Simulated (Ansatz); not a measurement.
The reference is KBr in the rock salt structure (space group Fm-3m, No. 225; a = 6.549 Å). Axes: x, y, z lie along the cube axes.

The values are results of DFT with PBEsol, PAW potentials and a 420 eV plane-wave cutoff in Ansatz (an electronic-structure program), no spin-orbit coupling, not measurements.

Base values:

| Quantity | Value |
|---|---|
| Valley order | Γ 4.34 eV; X along ⟨100⟩ 5.72 eV |
| Valence-band top at Γ | 0.00, 0.00, 0.00 eV |

Now apply this change: biaxial strain −2.50 %, plane normal [111], relaxed out of plane (Cartesian); in-plane vectors clamped, the third vector and the atoms free.

Problem. What happens to the in-plane stress, valley order, out-of-plane strain and valence-band top at Γ?

Solution. The mean in-plane stress (compression positive) amounts to +0.6 GPa; the valley order (the lowest conduction-band minima on the path, energy above the VBM, named in the base's zone) becomes Γ 4.34 eV; X along [010] 5.64 eV (base: Γ 4.34 eV; X along ⟨100⟩ 5.72 eV); the out-of-plane strain is +2.70 %; the valence-band top at Γ (three highest levels, from the VBM) changes from 0.00, 0.00, 0.00 eV to 0.00, 0.00, -0.13 eV.

The levels and masses belong to the bands next to the band gap. Stability against distortions was not tested.
